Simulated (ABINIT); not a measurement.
Input and output of a self-consistent single point for Ba₃H₁₂Ir₂ (P-3m1, 17 atoms in the cell) (ABINIT).

Level of theory: PBEsol, norm-conserving pseudopotentials (PseudoDojo nc-sr-04 PBEsol standard) (plane waves; ABINIT 10.0.3).

```yaml
crystal:
  lattice:
    - [5.56404, 0.00000, 0.00000]
    - [-2.78202, 4.81860, 0.00000]
    - [0.00000, 0.00000, 8.99048]
  atoms:
    - { symbol: Ba, position: [0.00000, 0.00000, 0.00000] }
    - { symbol: Ba, position: [0.66667, 0.33333, 0.35830] }
    - { symbol: Ba, position: [0.33333, 0.66667, 0.64170] }
    - { symbol: H, position: [0.18702, 0.81298, 0.34695] }
    - { symbol: H, position: [0.81298, 0.18702, 0.65305] }
    - { symbol: H, position: [0.18702, 0.37404, 0.34695] }
    - { symbol: H, position: [0.81298, 0.62596, 0.65305] }
    - { symbol: H, position: [0.62596, 0.81298, 0.34695] }
    - { symbol: H, position: [0.37404, 0.18702, 0.65305] }
    - { symbol: H, position: [0.52751, 0.05503, 0.87248] }
    - { symbol: H, position: [0.47248, 0.94497, 0.12752] }
    - { symbol: H, position: [0.94497, 0.47248, 0.87248] }
    - { symbol: H, position: [0.05503, 0.52751, 0.12752] }
    - { symbol: H, position: [0.52751, 0.47248, 0.87248] }
    - { symbol: H, position: [0.47248, 0.52751, 0.12752] }
    - { symbol: Ir, position: [0.66667, 0.33333, 0.75985] }
    - { symbol: Ir, position: [0.33333, 0.66667, 0.24015] }
```

Reference input (self-consistent single point, DFT, PBEsol, plane waves, norm-conserving pseudopotentials (PseudoDojo nc-sr-04 PBEsol standard)): pseudos = [Ba.upf, H.upf, Ir.upf]; ecut = 980 eV; occopt = 1; ngkpt = 6 6 3; nshiftk = 1; shiftk = 0 0 0; potentials = PseudoDojo nc-sr-04 PBEsol standard; nband = 41; kptopt = 1; nstep = 80; tolvrs = 1e-10. This run's input differs from it in these lines:

```diff
@@ -31,3 +31,3 @@
       Angstrom
-ecut 980 eV
+ecut 381 eV
 occopt 1
```

Log, with long lists cut:

```
--- !BeginCycle
solver: {iscf: 7, nstep: 80, nline: 4, wfoptalg: 0, }
tolerances: {tolvrs: 1.00E-10, }
...

     iter   Etot(hartree)      deltaE(h)  residm     vres2
 ETOT  1  -320.00768589817    -3.200E+02 1.027E-01 1.319E+02
 ETOT  2  -320.00315464177     4.531E-03 2.183E-02 9.993E+02
 ETOT  3  -320.46224431233    -4.591E-01 4.189E-03 1.962E+02
 ETOT  4  -320.54264586877    -8.040E-02 2.532E-03 2.821E+01
 ETOT  5  -320.55638784514    -1.374E-02 8.425E-04 9.588E-01
 ETOT  6  -320.55667578476    -2.879E-04 6.375E-04 8.498E-02
 ETOT  7  -320.55669885410    -2.307E-05 3.337E-04 6.973E-03
 ETOT  8  -320.55670167950    -2.825E-06 2.870E-04 2.134E-04
 ETOT  9  -320.55670175186    -7.236E-08 1.823E-04 7.180E-05
 ETOT 10  -320.55670177554    -2.368E-08 2.230E-04 1.056E-05
 ETOT 11  -320.55670177648    -9.382E-10 8.830E-05 1.977E-06
 ETOT 12  -320.55670177665    -1.688E-10 1.504E-04 5.895E-08
 ETOT 13  -320.55670177665    -6.764E-12 5.763E-05 3.691E-09
 ETOT 14  -320.55670177665     1.648E-12 1.331E-04 9.407E-11
 At SCF step   14       vres2   =  9.41E-11 < tolvrs=  1.00E-10 =>converged.

 Cartesian components of stress tensor (hartree/bohr^3)
  sigma(1 1)=  9.49746590E-04  sigma(3 2)=  0.00000000E+00
  sigma(2 2)=  9.49746590E-04  sigma(3 1)=  0.00000000E+00
  sigma(3 3)=  9.43203243E-04  sigma(2 1)= -2.13040684E-13

 ----iterations are completed or convergence reached----

 reduced coordinates (array xred) for   17 atoms
       0.000000002175      0.000000002206      0.000000002184
       0.666666668842      0.333333335539      0.358300001565
       0.333333335509      0.666666668872      0.641700002803
       0.187020001534      0.812980002847      0.346950001516
       0.812980002817      0.187020001565      0.653050002853
       0.187020001534      0.374040000923      0.346950001516
   [... lines left out ...]
 Fermi (or HOMO) energy (eV) =   2.99568   Average Vxc (eV)=  -9.09527
   [... lines left out ...]
total_energy        : -3.20556701776652E+02
total_energy_eV     : -8.72279146094003E+03
band_energy         : -4.09859150173298E+01
...

-Cartesian components of stress tensor (GPa)         [Pressure= -2.7878E+01 GPa]
- sigma(1 1)=  2.79425047E+01  sigma(3 2)=  0.00000000E+00
- sigma(2 2)=  2.79425047E+01  sigma(3 1)=  0.00000000E+00
- sigma(3 3)=  2.77499928E+01  sigma(2 1)= -6.26787228E-09

 Calculation completed.
```

The run converged in 14 iterations. Against the reference run the free energy goes up by 711 meV/atom, the pressure goes from -3.72 to -27.88 GPa, the largest force goes from 0.213 to 0.253 eV/Å and the gap on the mesh goes from 2.981 to 2.993 eV.

The starting cell comes from a database of computed structures (which also holds hypothetical and non-ambient phases and stackings), without a prior relaxation at this level. Its lattice was rescaled by a random factor within 2.5 % of one. Spin-orbit coupling is off. At the lowered cutoff the pressure carries the error of an incomplete plane-wave basis.

Cost on one core of a shared machine: roughly 2 min.
